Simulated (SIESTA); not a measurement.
## Worked example: self-consistent single point of Zr₂Ga (Fmm2, 6 atoms in the cell) in SIESTA

Method: GGA PBEsol, numerical atomic orbitals TZP, PseudoDojo PBEsol standard norm-conserving potentials (rewritten from UPF to PSML) in SIESTA 5.4.2.

Input as run:

```
# files in the folder: Zr.psml Ga.psml (PseudoDojo PBEsol standard)
SystemName  Zr2Ga
SystemLabel siesta

NumberOfAtoms                6
NumberOfSpecies              2
%block ChemicalSpeciesLabel
  1 40 Zr
  2 31 Ga
%endblock ChemicalSpeciesLabel
LatticeConstant              1.0 Ang
%block LatticeVectors
    -3.327946000    3.327946000    2.728131000
     3.327946000   -3.327946000    2.728131000
     3.327946000    3.327946000   -2.728131000
%endblock LatticeVectors
AtomicCoordinatesFormat      Fractional
%block AtomicCoordinatesAndAtomicSpecies
     0.659172000    0.159172000    0.818344000  1
     0.346140000    0.846140000    0.192280000  1
     0.153860000    0.346140000    0.500000000  1
     0.846140000    0.653860000    0.500000000  1
     0.250000000    0.250000000    0.000000000  2
     0.750000000    0.750000000    0.000000000  2
%endblock AtomicCoordinatesAndAtomicSpecies

XC.functional                GGA
XC.authors                   PBEsol
PAO.BasisSize                TZP
PAO.EnergyShift              0.01 Ry
MeshCutoff                   350 Ry
%block kgrid.MonkhorstPack
    4   0   0  0.0
    0   4   0  0.0
    0   0   4  0.0
%endblock kgrid.MonkhorstPack
OccupationFunction           MP
OccupationMPOrder            0
ElectronicTemperature        0.1 eV

MaxSCFIterations             150
SCF.Mixer.Method             Broyden
SCF.Mixer.Weight             0.1
SCF.Mixer.History            6
SCF.DM.Tolerance             1.0E-04
Diag.ParallelOverK           true
WriteForces                  true
Charge.Mulliken              end
```

The program printed (abridged):

```
reinit: Reading from file input.fdf

reinit: System Name: Zr2Ga
reinit: System Label: siesta

coor:   Atomic-coordinates input format  =     Fractional

siesta: Atomic coordinates (Bohr) and species
siesta:      2.00204   8.29094   0.00000  1        1
siesta:      4.35368  -1.93522   5.15542  1        2
siesta:      4.35368   1.93522   0.00000  1        3
siesta:      1.93522   4.35368   5.15542  1        4
siesta:      0.00000   0.00000   2.57771  2        5
siesta:      0.00000   0.00000   7.73313  2        6

siesta: System type = bulk

initatomlists: Number of atoms, orbitals, and projectors:      6   144   108

siesta: ******************** Simulation parameters ****************************
redata: Spin configuration                          = none
redata: Time-Reversal Symmetry                      = T
redata: Number of Atomic Species                    =        2
redata: Mesh Cutoff                                 =   350.0000 Ry
redata: Net charge of the system                    =     0.0000 |e|
redata: Min. number of SCF Iter                     =        0
redata: Max. number of SCF Iter                     =      150
redata: SCF convergence failure will abort job
redata: SCF mix quantity                            = Hamiltonian
redata: Mix DM or H after convergence               =   F
redata: Recompute H after scf cycle                 =   F
redata: Mix DM in first SCF step                    =   T
redata: No kicks to SCF
redata: DM Mixing Weight for Kicks                  =     0.5000
redata: Require Harris convergence for SCF          =   F
redata: Harris energy tolerance for SCF             =     0.000100 eV
redata: Require DM convergence for SCF              =   T
redata: DM tolerance for SCF                        =     0.000100
redata: Require EDM convergence for SCF             =   F
redata: EDM tolerance for SCF                       =     0.001000 eV
   [... lines left out ...]
diag: Used triangular part                          = Lower
diag: Absolute tolerance                            =  0.100E-15
diag: Orthogonalization factor                      =  0.100E-05
diag: Memory factor                                 =  1.0000

superc: Internal auxiliary supercell:     5 x     5 x     5  =     125
superc: Number of atoms, orbitals, and projectors:    750  18000  13500

                        Single-point calculation

superc: Internal auxiliary supercell:     5 x     5 x     5  =     125
superc: Number of atoms, orbitals, and projectors:    750  18000  13500

outcell: Unit cell vectors (Ang):
       -3.327946    3.327946    2.728131
        3.327946   -3.327946    2.728131
        3.327946    3.327946   -2.728131

outcell: Cell vector modules (Ang)   :    5.439958    5.439958    5.439958
outcell: Cell angles (23,13,12) (deg):    104.5663    104.5663    119.8016
outcell: Cell volume (Ang**3)        :    120.8587
new_DM -- step:     1
Initializing Density Matrix...

Attempting to read DM from file... Failed...
DM filled with atomic data:

InitMesh: MESH = 54 x 54 x 64 = 186624
InitMesh: Mesh cutoff (required, used) =   350.000   363.837 Ry

stepf: Methfessel-Paxton step function
       Using Hermite-Gauss polynomials of order  0
        iscf     Eharris(eV)        E_KS(eV)     FreeEng(eV)     dDmax    Ef(eV) dHmax(eV)
   scf:    1    -9634.148864    -9659.840226    -9659.868807  1.458384 -5.138307  3.755587
   scf:    2    -9660.884463    -9660.372680    -9660.401138  0.057685 -5.212876  3.077206
   scf:    3    -9662.307926    -9661.565202    -9661.591465  0.228332 -5.582915  1.319772
   scf:    4    -9661.584324    -9661.599409    -9661.625937  0.052047 -5.580850  0.390962
   scf:    5    -9661.582818    -9661.604706    -9661.631242  0.016139 -5.629963  0.442346
   scf:    6    -9661.618649    -9661.613987    -9661.640654  0.010239 -5.616238  0.138283
   scf:    7    -9661.614190    -9661.614263    -9661.641109  0.008334 -5.618308  0.088947
   scf:    8    -9661.614725    -9661.614699    -9661.641574  0.003393 -5.614284  0.011337
   scf:    9    -9661.614753    -9661.614731    -9661.641597  0.000253 -5.615020  0.006122
   scf:   10    -9661.614788    -9661.614761    -9661.641610  0.000793 -5.615418  0.001094
   scf:   11    -9661.614772    -9661.614766    -9661.641611  0.000193 -5.615521  0.000582
   scf:   12    -9661.614769    -9661.614768    -9661.641611  0.000017 -5.615540  0.000464
SCF Convergence by DM+H criterion
max |DM_out - DM_in|         :     0.0000165692
max |H_out - H_in|      (eV) :     0.0004638809
SCF cycle converged after 12 iterations

Using DM_out to compute the final energy and forces

siesta: E_KS(eV) =            -9661.6148

siesta: E_KS - E_eggbox =     -9661.6148

siesta: Atomic forces (eV/Ang):
     1   -0.225886   -0.225886   -0.000275
     2    0.148795    0.148795    0.000150
     3    0.065292   -0.031586    0.000155
     4   -0.031586    0.065292    0.000155
     5    0.021296    0.021768   -0.000019
     6    0.021768    0.021296   -0.000019
   Tot   -0.000320   -0.000320    0.000146
   Max    0.225886
   Res    0.093898    sqrt( Sum f_i^2 / 3N )
   Max    0.225886    constrained

Stress tensor Voigt[x,y,z,yz,xz,xy] (kbar):       38.50       38.50       50.63        0.03        0.03        2.71
(Free)E + p*V (eV/cell)    -9664.8507
Target enthalpy (eV/cell)    -9661.6416

siesta: Program's energy decomposition (eV):
siesta: Ebs     =     -1760.216559
siesta: Eions   =     12991.461661
siesta: Ena     =      1970.848867
siesta: Ekin    =      4953.253131
siesta: Enl     =     -1482.641908
siesta: Eso     =         0.000000
siesta: Edftu   =         0.000000
siesta: DEna    =        96.018132
siesta: DUscf   =         2.513594
siesta: DUext   =         0.000000
siesta: Ex      =     -2057.825204
siesta: Ec      =      -152.319719
siesta: Exc     =     -2210.144923
siesta: Eharris =     -9661.614769
siesta: Etot    =     -9661.614768
siesta: FreeEng =     -9661.641611

siesta: Atomic forces (eV/Ang):
siesta:      1   -0.225886   -0.225886   -0.000275
siesta:      2    0.148795    0.148795    0.000150
siesta:      3    0.065292   -0.031586    0.000155
siesta:      4   -0.031586    0.065292    0.000155
siesta:      5    0.021296    0.021768   -0.000019
siesta:      6    0.021768    0.021296   -0.000019
siesta: ----------------------------------------
siesta:    Tot   -0.000320   -0.000320    0.000146

siesta: Stress tensor (static) (eV/Ang**3):
siesta:     0.024027    0.001694    0.000019
siesta:     0.001694    0.024027    0.000019
siesta:     0.000019    0.000019    0.031602

   [... lines left out ...]
siesta: Cell volume =        120.858654 Ang**3
siesta:         -42.54149328        -38.99492905  kBar
   [... lines left out ...]
              0.324   0.303   0.450   0.495   0.458   0.494   0.484  -0.029

             -0.048  -0.026  -0.049  -0.046   0.090   0.095   0.037   0.095

              0.091
   4 11.648   1.780   0.160  -0.250   0.722   1.903   1.912   1.903   0.303
              0.324   0.302   0.450   0.494   0.458   0.495   0.484  -0.029

             -0.049  -0.026  -0.048  -0.046   0.090   0.095   0.037   0.095

              0.091

Species: Ga
Atom  Qatom  Qorb
               4s      4s      4s      4py     4pz     4px     4py     4pz
               4px     4py     4pz     4px     3dxy    3dyz    3dz2    3dxz
               3dx2-y2 4dxy    4dyz    4dz2    4dxz    4dx2-y2
   5 13.710   0.914  -0.302   0.732   0.278  -0.127   0.278   0.078   0.263
              0.078   0.373   0.317   0.373   1.998   1.997   1.995   1.997

              2.001   0.162   0.097  -0.053   0.097   0.166
   6 13.710   0.914  -0.302   0.732   0.278  -0.127   0.278   0.078   0.263
              0.078   0.373   0.317   0.373   1.998   1.997   1.995   1.997

              2.001   0.162   0.097  -0.053   0.097   0.166

mulliken: Qtot =       74.000

Mulliken Atomic Populations:
Atom #   charge [q] valence [e]  Species
     1     0.368149   11.631851  Zr
     2     0.348269   11.651731  Zr
     3     0.352058   11.647942  Zr
     4     0.352058   11.647942  Zr
     5    -0.710267   13.710267  Ga
     6    -0.710267   13.710267  Ga
 Total    -0.000000
```

The run converged in 12 iterations.

The starting cell comes from a database of computed structures (which also holds hypothetical and non-ambient phases and stackings), without a prior relaxation at this level. Its lattice was rescaled by up to half a per cent. One atom was moved a little off its site on purpose. Values carry the incompleteness of an atom-centred basis. With a pressure of about -4 GPa the cell is away from its equilibrium volume at this level.

Cost on one core of a shared machine: roughly 70 s.
